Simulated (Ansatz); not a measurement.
Consider MgB$_{2}$ (space group P6/mmm, No. 191; a = 3.0753 Å, c = 3.5248 Å; relaxed with 0.1 eV smearing).

Method: PBE/PAW in Ansatz (a first-principles code), no spin-orbit coupling.

Base values:

Pressure: 0.0 GPa

One thing is altered: an isotropic linear strain of +0.50 %; the atoms relax in the strained cell.

How does this affect the energy relative to the base?

The energy grows by 1.0 meV/atom.

What does the calculation give for the pressure after the change?

The pressure (mean of the normal stresses, compression positive) goes from zero to -2.2 GPa.

Whether these cells are dynamically stable was not tested. All final runs are without spin polarisation.
